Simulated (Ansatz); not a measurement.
The reference is SnBr$_{2}$ in the fluorite structure (space group Fm-3m, No. 225; a = 7.1783 Å; a hypothetical phase, not in the database extracts checked). Axes: x, y, z lie along the cube axes.

Level of theory: PBEsol (Ansatz, a quantum-chemistry and plane-wave program), spin-orbit coupling left out.

Strains are applied to the cell and any free atomic positions relax; under biaxial strain the out-of-plane vector relaxes too.

One change was made to it. Results:

The energy increases by 44 meV/atom; the pressure goes from zero to 50.4 kbar; the band gap shrinks by 0.304 eV, from 2.00 eV to 1.69 eV.

Task: What was done to the base?
A) isotropic strain −3.46 %
B) biaxial strain −1.13 %, plane normal [110], relaxed out of plane
C) biaxial strain +2.79 %, plane normal [110], relaxed out of plane
D) biaxial strain −4.65 %, plane normal [110], relaxed out of plane
E) biaxial strain −0.48 %, plane normal [001], relaxed out of plane

Result: A, isotropic strain −3.46 %. For comparison, the band gap in the other runs: biaxial strain +2.79 %, plane normal [110], relaxed out of plane gives 1.97 eV; biaxial strain −1.13 %, plane normal [110], relaxed out of plane gives 1.95 eV; biaxial strain −0.48 %, plane normal [001], relaxed out of plane gives 1.97 eV; biaxial strain −4.65 %, plane normal [110], relaxed out of plane gives 1.80 eV.

A biaxial case was relaxed in a doubled cell and then solved in the primitive one. Stability against distortions was not tested.
